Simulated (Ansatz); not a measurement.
Input:

```xyz
4
Lattice="1.9612 1.1323 6.4074 -1.9612 1.1323 6.4074 0.0000 -2.2646 6.4074" Properties=species:S:1:pos:R:3 pbc="T T T"
Ga     0.0000     0.0000    19.1742
Ga     0.0000     0.0000     9.6605
P      0.0000     0.0000    12.0162
As     0.0000     0.0000     2.3993
```

All values below come from PBEsol, rigid bands (plane waves, PAW, scalar-relativistic; Ansatz, a quantum-chemistry and plane-wave program). Cell: cell and atoms relaxed with PBEsol.

Question: What conductivity effective mass do dilute electrons have at 300 K?

Answer: 0.095 (x), 0.095 (y), 0.133 (z) mₑ.

Question: And the band gap?

Answer: 0.96 eV at this level; semilocal functionals usually fall short of the measured gap.

Rigid bands, one relaxation time for all states, no polarons. Spin-orbit coupling is left out; where it splits the top of the valence band it changes the hole mass and lowers the gap by about a third of the splitting.

Computed structure, not matched to a measured one here, so possibly hypothetical: Ga2AsP (R3m).
